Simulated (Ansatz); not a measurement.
The starting structures come from a database of crystals and need not be the phases stable at ambient conditions.

 Where the default PAW files enter, the runs use the earlier of Ansatz's two default sets.

Here is the system:

```
CELL_PARAMETERS angstrom
      4.94363     0.00000     0.00000
     -0.51457     4.91678     0.00000
      2.21453     2.45839     3.67310
ATOMIC_POSITIONS crystal
  Na 0.25000 0.75000 0.50000
  Na 0.75000 0.25000 0.50000
  H  0.77605 0.77605 0.44790
  H  0.22395 0.22395 0.55210
  H  0.77605 0.22395 0.00000
  H  0.22395 0.77605 0.00000
  Pt 0.00000 0.00000 0.00000
```

Space group of this cell: I4/mmm. The cell is taken as given.

Transport runs along the normal of the first two printed cell vectors, the (110) plane of the conventional cell.

No gap correction and no spin-orbit coupling; mid-gap values are interpolated between computed energies.

Problem. Compute, with PBEsol in Ansatz (an electronic-structure program), the band gap and the smallest decay constant κ at mid-gap.

Solution. Gap 2.07 eV on a 8×8×8 mesh; κ = 0.335 1/Å, at (0.333, 0.333) of the in-plane reciprocal vectors. At the zone centre, at the nearest computed energy, the slowest state has κ = 0.53 1/Å.
